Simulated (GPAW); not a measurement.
GPAW run on ZrZnNi4 (F-43m, 6 atoms in the cell): self-consistent single point.

Level of theory: PBEsol, GPAW PAW datasets PBEsol (made by gpaw-setup) (plane waves; GPAW).

The change in words: lattice scaled by 0.98. Reference geometry:
```
ZrZnNi4
1.0
    0.00000     3.35467     3.35467
    3.35467     0.00000     3.35467
    3.35467     3.35467     0.00000
Zr Zn Ni
1 1 4
Direct
  0.00000   0.00000   0.00000
  0.75000   0.75000   0.75000
  0.37592   0.87224   0.37592
  0.37592   0.37592   0.37592
  0.87224   0.37592   0.37592
  0.37592   0.37592   0.87224
```

Reference input (self-consistent single point, DFT PBEsol, plane waves, GPAW PAW datasets PBEsol (made by gpaw-setup)): mode = pw; ecut = 850 eV; xc = PBEsol; kpts = 9 9 9; mesh shift (steps) = 0 0 0; occupations.name = methfessel-paxton; occupations.width = 0.136 eV; occupations.order = 0; nbands = -12; convergence.forces = 0.001 eV/Å; symmetry.symmorphic = false; symmetry.tolerance = 0.0005. This run's input differs from it in these lines:

```diff
@@ -5,5 +5,5 @@
 atoms = Atoms(['Zr', 'Zn', 'Ni', 'Ni', 'Ni', 'Ni'],
-              cell=[[0.000000, 3.354670, 3.354670],
-                    [3.354670, 0.000000, 3.354670],
-                    [3.354670, 3.354670, 0.000000]],
+              cell=[[0.000000, 3.287577, 3.287577],
+                    [3.287577, 0.000000, 3.287577],
+                    [3.287577, 3.287577, 0.000000]],
               scaled_positions=[[0.000000, 0.000000, 0.000000],
```

Output (repeated stretches shortened):

```
     iter     time        total  log10-change:
                         energy   eigst   dens  force
iter:   1 --:--:--   -46.782121
iter:   2 --:--:--   -45.294664   -0.27  -1.53
iter:   3 --:--:--   -44.180006   -0.86  -1.61
iter:   4 --:--:--   -43.846624   -1.32  -1.68
iter:   5 --:--:--   -44.054887   -1.37  -1.85
iter:   6 --:--:--   -43.920267   -1.88  -2.15
iter:   7 --:--:--   -44.001632   -2.17  -2.14
iter:   8 --:--:--   -44.014148   -2.10  -2.50
iter:   9 --:--:--   -43.945228   -2.59  -2.33
iter:  10 --:--:--   -43.956817   -3.26  -2.88
iter:  11 --:--:--   -43.944737c  -3.86  -3.26
iter:  12 --:--:--   -43.940749c  -3.94  -3.21
iter:  13 --:--:--   -43.940440c  -4.62  -3.50
iter:  14 --:--:--   -43.940831c  -4.79  -3.65
iter:  15 --:--:--   -43.940701c  -6.03  -3.73
iter:  16 --:--:--   -43.940364c  -4.79  -3.75
iter:  17 --:--:--   -43.940967c  -4.54  -3.89
iter:  18 --:--:--   -43.940564c  -5.41  -3.92
iter:  19 --:--:--   -43.940539c  -4.53  -4.05c
iter:  20 --:--:--   -43.940344c  -5.20  -4.23c
iter:  21 --:--:--   -43.940352c  -6.13  -4.52c
iter:  22 --:--:--   -43.940358c  -7.10  -4.70c
iter:  23 --:--:--   -43.940350c  -7.16  -4.80c
iter:  24 --:--:--   -43.940346c  -7.61c -4.90c
iter:  25 --:--:--   -43.940344c  -7.77c -4.88c -3.59c
Converged after 25 iterations.

Dipole moment: (7.139849, 7.139849, 7.139849) |e|*Ang

Energy contributions relative to reference atoms: (reference = -311990.951811)

Kinetic:        +36.754369
Potential:      -24.736390
External:        +0.000000
XC:             -56.514582
Entropy (-ST):   -0.027260
Local:           +0.569889
SIC:             +0.000000
--------------------------
Free energy:    -43.953973
Extrapolated:   -43.940344

Showing only first 2 kpts
 Kpt  Band  Eigenvalues  Occupancy
  0    42     10.24670    0.13698
  0    43     10.24670    0.13698
  0    44     10.24670    0.13698
  0    45     10.31867    0.02538

  1    42      9.87671    1.98174
  1    43      9.96398    1.85371
  1    44     10.35817    0.00814
  1    45     10.35817    0.00814

Fermi level: 10.10369

No gap
   [... lines left out ...]
  0 Zr   -0.00000    0.00000    0.00000
  1 Zn   -0.00000   -0.00000    0.00000
  2 Ni    0.03713   -0.03713    0.03713
  3 Ni   -0.03713   -0.03713   -0.03713
  4 Ni   -0.03713    0.03713    0.03713
  5 Ni    0.03713    0.03713   -0.03713

Stress tensor:
    -0.077607    -0.000000     0.000000
    -0.000000    -0.077607     0.000000
     0.000000     0.000000    -0.077607
Stress (GPa, Voigt): [-12.434 -12.434 -12.434   0.      0.     -0.   ]
```

The run converged in 25 iterations. GPAW prints stress with tension positive. Against the reference run the free energy goes up by 25.2 meV/atom, the pressure goes from -0.77 to 12.43 GPa and the largest force goes from 0.049 to 0.064 eV/Å.

The starting cell comes from a database of computed structures (which also holds hypothetical and non-ambient phases and stackings), without a prior relaxation at this level. For this run, on top of that: lattice scaled by 0.98. Spin polarisation is off. With a pressure of about 12 GPa the cell is away from its equilibrium volume at this level.

Cost on one core of a shared machine: roughly 3 min.
